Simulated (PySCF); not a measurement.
PySCF 2.14.0, PBE/def2-svpd, df: Au(Br)(MeCN) (CC#[N]->[Au][Br]), 8 atoms. The geometry is a generated start, not checked to be a minimum at this level.

- task = energy
- method = pbe
- basis = def2-svpd
- two-electron scheme = density fitting
- mol.max_memory = 3000 MB
- mf.max_cycle = 100
- mf.init_guess = minao (default)
- mf.DIIS = CDIIS (default)
- mf.diis_space = 8 (default)
- mf.conv_tol = 1e-09 (default)
- mf.grids.level = 3 (default)
- effective core potentials = those of the basis set, past Kr
- basis functions = 160
- grid points = 116296

```xyz
8

Au    -0.4413     2.0536    -1.7432
Br    -0.8223     3.7969    -3.2138
C      0.2889    -1.3374     1.1365
C      0.0551    -0.2638     0.2309
N     -0.1263     0.5879    -0.5174
H      0.1112    -0.9973     2.1568
H      1.3205    -1.6786     1.0438
H     -0.3859    -2.1614     0.9064
```

Charge 0 and multiplicity 1 are set for this test and not shown to be the ground state.

One run each on 2 threads, 1 BLAS thread. Values of level_shift (Hartree) tried: 0 (default), 0.1, 0.3, 1.

Q: Predict the course of the Fock builds along this series.

A: Fewest Fock builds, within one of each other: 0 (default) with 16, 0.1 with 16. The count rises to 63 at 1. All converge to one solution.

```json
[
 {"level_shift (Hartree)": "0 (default)", "Fock builds": "16", "end": "same solution"},
 {"level_shift (Hartree)": "0.1", "Fock builds": "16", "end": "same solution"},
 {"level_shift (Hartree)": "0.3", "Fock builds": "25", "end": "same solution"},
 {"level_shift (Hartree)": "1", "Fock builds": "63", "end": "same solution"}
]
```
